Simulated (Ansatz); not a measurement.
```yaml
crystal:
  lattice:
    - [4.16973, 0.00000, 0.00000]
    - [-2.08487, 3.61110, 0.00000]
    - [0.00000, 0.00000, 6.48601]
  atoms:
    - { symbol: Cd, position: [0.66667, 0.33333, 0.49456] }
    - { symbol: Cd, position: [0.33333, 0.66667, 0.99456] }
    - { symbol: S, position: [0.66667, 0.33333, 0.88244] }
    - { symbol: S, position: [0.33333, 0.66667, 0.38244] }
```

All values below come from PBEsol with spin-orbit coupling, rigid bands (plane waves, PAW; Ansatz, a program for electronic structure). Condition of this run: uniaxial stress zz = 2 GPa (compression positive) (the target of the relaxation). Cell: cell and atoms relaxed with PBEsol, then loaded as said.

### Question
What conductivity effective mass do dilute electrons have at 300 K?

### Answer
0.135 mₑ.

### Question
Predict the hole conductivity mass (n e² τ/σ) at 300 K, by direction if it differs.

### Answer
1.50 (x), 1.50 (y), 0.58 (z) mₑ.

### Question
And the band gap?

### Answer
1.11 eV at this level; semilocal functionals usually fall short of the measured gap.

Rigid bands, one relaxation time for all states, no polarons.
